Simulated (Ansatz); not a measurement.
**Nb4AlC3: response to strain**

Consider Nb$_{4}$AlC$_{3}$ (space group P6_3/mmc, No. 194; a = 3.121 Å, c = 24.137 Å; a cell from a computed database, its experimental status unchecked). Axes: x lies along a and z along c of the hexagonal cell.

Strains are applied to the cell and any free atomic positions relax; under biaxial strain the out-of-plane vector relaxes too; under stress the whole cell relaxes.

Calculations: PBEsol (Ansatz, a program for electronic structure; PAW; 420 eV plane waves; no SOC).

Notes on the quantities. pressure: mean of the normal stresses, compression positive; energy relative to the base: free energy F.

```tsv
case	pressure	energy relative to the base	shortest interatomic distance
base	0.0 GPa	0 meV/atom	2.149 Å
biaxial strain −4.25 %, plane normal [001], relaxed out of plane	15.8 GPa	–	2.115 Å
isotropic strain +1.79 %	-10.9 GPa	+25 meV/atom	2.176 Å
isotropic strain +5.30 %	-24.9 GPa	+192 meV/atom	2.222 Å
uniaxial stress, 0.5 GPa tension along z	–	0.0 meV/atom	2.149 Å
```

Without a gap, meshes like the base's 14×14×2 leave anisotropic stresses uncertain by several tenths of a GPa, and small strain energies with them. Beyond what the load breaks, stability against distortions was not tested. The final runs are not spin-polarised.
